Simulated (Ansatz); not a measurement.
Consider this model of amorphous silicon oxide (Si24O47).

```xyz
71
Lattice="10.2451 0.0000 0.0000 0.0000 10.2451 0.0000 0.0000 0.0000 10.2451" Properties=species:S:1:pos:R:3 pbc="T T T"
Si     5.6030     3.5034     1.6124
Si     0.0452     2.4190     0.2997
Si     1.0338     5.6770     3.9206
Si     1.9810     4.7327     9.4349
Si     4.3120     9.5337     8.5355
Si     8.2178     1.7418     4.8517
Si     9.5031     3.6418     2.8556
Si     3.4545     5.6590     1.8154
Si     6.4194     5.2796     4.2313
Si     8.7770     6.4458     2.6303
Si     2.4110     7.8615     0.1517
Si     9.4468     0.0031     5.7774
Si     7.6619     3.7375     9.3459
Si     1.6298     9.4078     7.0336
Si     4.6771     7.6528     5.3919
Si     7.6799     8.5538     0.4543
Si     6.8819     6.4154     8.6669
Si     1.8641     6.2429     6.9151
Si     5.3779     0.3656     0.9847
Si     6.8702     8.6981     6.7394
Si     6.4300     3.2216     6.4905
Si     0.0959     9.7066     9.5573
Si     4.3197     4.6862     7.7432
Si     3.8709     8.3634     2.5402
O      4.6070     0.3709     9.7680
O      6.1071     4.1793     3.0110
O      4.8469     3.4284     6.8546
O      0.0159     6.7731     3.2568
O      8.6286     0.2257     4.3100
O      0.4649     0.8610     0.0752
O      4.1211     4.2501     1.4114
O      2.4405     6.0524     0.3434
O      8.0325     5.3064     9.0478
O      8.3500     9.4278     6.6873
O      4.4843     6.9164     1.8968
O      2.4244     5.6141     3.0485
O      8.8218     9.2150     9.7409
O      6.7322     7.4904     9.8949
O      1.7241     7.8077     7.2424
O      1.1640     5.9925     5.4916
O      6.1627     8.5696     5.2888
O      3.3277     5.5640     6.8176
O      1.1676     3.5716    10.1741
O      9.3490     1.6526     6.0850
O      3.6411     8.2269     9.3948
O      5.4809     5.5933     8.4297
O      8.3844     7.6729     1.6428
O      5.4281     1.8772     1.6236
O      7.2857     7.2158     7.3304
O      7.1530     3.0766     7.9464
O      3.7148     8.3197     4.1223
O      8.9339     2.8178     9.7626
O      3.3873     4.1038     8.9620
O      5.7830     9.3710     7.8350
O     10.1171     2.5040     1.8978
O      0.9656     8.3651     9.9325
O      6.8418     9.8775     0.9085
O      0.4145     4.1759     3.8563
O      8.3688     2.9039     3.7411
O      6.7357     1.9109     5.5576
O      0.4917    10.0456     8.0290
O      2.4515     8.3580     1.6933
O      0.7772     9.7258     5.6415
O      4.6020     9.7157     2.0840
O      7.6665     6.2446     3.7874
O      3.0994    10.0285     7.4986
O      6.9135     4.5096     5.6071
O      8.9481     4.9214     1.9618
O      6.5605     3.7690     0.3181
O      5.1332     6.1795     4.5610
O      1.1793     5.5017     8.2526
```

These are PBE, scalar-relativistic without spin-orbit coupling (plane waves to 420 eV, PAW; Ansatz, a quantum-chemistry and plane-wave program) values and carry that method's errors. The usual formal charges leave 2 electrons over, so the level spacing at the Fermi energy parts defect or band states and needn't be the band gap.

A CHGNet melt-quench gave the starting glass, which DFT then relaxed. O atoms were pushed apart under 1.9 Å during the dynamics, to hinder bonds among them. The hot cell started wider than the set density and was brought back towards it in steps. It is the lowest in DFT energy of 2 quenches. It is a model cell: composition and starting density were chosen by hand, and all elements were melted together. No dispersion term was used. Its density started from a set value of 2.20 and ended at 2.20 g/cm³. Cooling (nominally 400 K/ps over its main leg) ran many orders faster than in experiment, which tends to leave more defects and strain. A cell of this size samples the disorder only roughly. The volume was held where the preparation left it, at a PBE pressure of -0.2 GPa (tension). Stress components on the final sampling reach 1.4 GPa. On a 2×2×2 Γ-centred mesh force components of up to 0.25 eV/Å stay, since the relaxation ran on the zone centre alone.

Bonds are counted up to Si-Si 2.60 Å, Si-O 1.98 Å, O-O 1.58 Å. Two cations that share two anions don't count as bonded, nor two that share one unless they lie closer than Si-Si 2.38 Å.

Give the coordination numbers, mean bond lengths and angles.


```yaml
Mean coordination of Si by anions: 3.96 (1 with 3, 23 with 4)
Mean coordination of O: 2.02 (46 with 2, 1 with 3)
Mean Si-O bond: 1.646 Å (spread 0.043 Å, 95 counted)
Bond angle at Si: mean 109.2°, spread 5.9°
Bond angle at O: mean 136.8°, spread 18.4°
```

Which atoms depart from the most common coordination of their element?

Si15 has 3 (O51 1.73 Å, O41 1.75 Å, O70 1.75 Å); O32 has 3 (Si4 1.81 Å, Si11 1.82 Å, Si8 1.83 Å).

List the pairs of like atoms that count as bonded by the rules above.

There are none by these rules.

What Bader charges do the atoms carry, from a run on the zone centre alone?

Means (range): Si +3.22 e (+1.88 to +3.30), O -1.64 e (-1.67 to -1.61).
```json
[
 {"atom": "Si1", "charge (e)": "+3.29"},
 {"atom": "Si2", "charge (e)": "+3.30"},
 {"atom": "Si3", "charge (e)": "+3.29"},
 {"atom": "Si4", "charge (e)": "+3.25"},
 {"atom": "Si5", "charge (e)": "+3.26"},
 {"atom": "Si6", "charge (e)": "+3.24"},
 {"atom": "Si7", "charge (e)": "+3.28"},
 {"atom": "Si8", "charge (e)": "+3.25"},
 {"atom": "Si9", "charge (e)": "+3.27"},
 {"atom": "Si10", "charge (e)": "+3.28"},
 {"atom": "Si11", "charge (e)": "+3.24"},
 {"atom": "Si12", "charge (e)": "+3.23"},
 {"atom": "Si13", "charge (e)": "+3.29"},
 {"atom": "Si14", "charge (e)": "+3.27"},
 {"atom": "Si15", "charge (e)": "+1.88"},
 {"atom": "Si16", "charge (e)": "+3.29"},
 {"atom": "Si17", "charge (e)": "+3.28"},
 {"atom": "Si18", "charge (e)": "+3.30"},
 {"atom": "Si19", "charge (e)": "+3.29"},
 {"atom": "Si20", "charge (e)": "+3.26"},
 {"atom": "Si21", "charge (e)": "+3.28"},
 {"atom": "Si22", "charge (e)": "+3.29"},
 {"atom": "Si23", "charge (e)": "+3.28"},
 {"atom": "Si24", "charge (e)": "+3.26"},
 {"atom": "O25", "charge (e)": "-1.64"},
 {"atom": "O26", "charge (e)": "-1.65"},
 {"atom": "O27", "charge (e)": "-1.63"},
 {"atom": "O28", "charge (e)": "-1.63"},
 {"atom": "O29", "charge (e)": "-1.61"},
 {"atom": "O30", "charge (e)": "-1.64"},
 {"atom": "O31", "charge (e)": "-1.63"},
 {"atom": "O32", "charge (e)": "-1.66"},
 {"atom": "O33", "charge (e)": "-1.64"},
 {"atom": "O34", "charge (e)": "-1.64"},
 {"atom": "O35", "charge (e)": "-1.63"},
 {"atom": "O36", "charge (e)": "-1.65"},
 {"atom": "O37", "charge (e)": "-1.64"},
 {"atom": "O38", "charge (e)": "-1.65"},
 {"atom": "O39", "charge (e)": "-1.67"},
 {"atom": "O40", "charge (e)": "-1.65"},
 {"atom": "O41", "charge (e)": "-1.64"},
 {"atom": "O42", "charge (e)": "-1.67"},
 {"atom": "O43", "charge (e)": "-1.64"},
 {"atom": "O44", "charge (e)": "-1.62"},
 {"atom": "O45", "charge (e)": "-1.64"},
 {"atom": "O46", "charge (e)": "-1.66"},
 {"atom": "O47", "charge (e)": "-1.64"},
 {"atom": "O48", "charge (e)": "-1.64"},
 {"atom": "O49", "charge (e)": "-1.65"},
 {"atom": "O50", "charge (e)": "-1.65"},
 {"atom": "O51", "charge (e)": "-1.64"},
 {"atom": "O52", "charge (e)": "-1.65"},
 {"atom": "O53", "charge (e)": "-1.63"},
 {"atom": "O54", "charge (e)": "-1.66"},
 {"atom": "O55", "charge (e)": "-1.64"},
 {"atom": "O56", "charge (e)": "-1.64"},
 {"atom": "O57", "charge (e)": "-1.64"},
 {"atom": "O58", "charge (e)": "-1.64"},
 {"atom": "O59", "charge (e)": "-1.65"},
 {"atom": "O60", "charge (e)": "-1.63"},
 {"atom": "O61", "charge (e)": "-1.64"},
 {"atom": "O62", "charge (e)": "-1.63"},
 {"atom": "O63", "charge (e)": "-1.62"},
 {"atom": "O64", "charge (e)": "-1.65"},
 {"atom": "O65", "charge (e)": "-1.64"},
 {"atom": "O66", "charge (e)": "-1.64"},
 {"atom": "O67", "charge (e)": "-1.64"},
 {"atom": "O68", "charge (e)": "-1.65"},
 {"atom": "O69", "charge (e)": "-1.65"},
 {"atom": "O70", "charge (e)": "-1.64"},
 {"atom": "O71", "charge (e)": "-1.63"}
]
```
